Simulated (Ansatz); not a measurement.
Structures of equal composition on the (100) surface of fcc Cu: one row in 4 of the top plane missing; p(2x2), one Cu site of the top plane empty. The slabs share one bottom face, and each structure is named by its start. These are constructed structures in small cells; real faces may alloy, dewet or reconstruct in larger ones, and not all known structures of the face are among them. Slabs of about 9 Å with all that they carry, Fermi-Dirac smearing of 0.1 eV. Bottom of the slabs: a bare face, its two planes held. Relaxed from the named starts with such symmetry as they have, on meshes of like density; energies extrapolated to zero smearing; no spin-orbit coupling, no U. Spin-polarised runs, if any, are marked in brackets, and their order is one that fits the cell; the others ran without spin. The cells differ, so small differences also carry the error of unlike k-meshes.

Method: PBE (plane waves to 420 eV, PAW; Ansatz, a first-principles code).

**Question.** Put the candidates in order of energy per 1x1 cell, lowest first, for PBE.

**Answer.** one row in 4 of the top plane missing (0.00 eV), p(2x2), one Cu site of the top plane empty (0.04 eV)
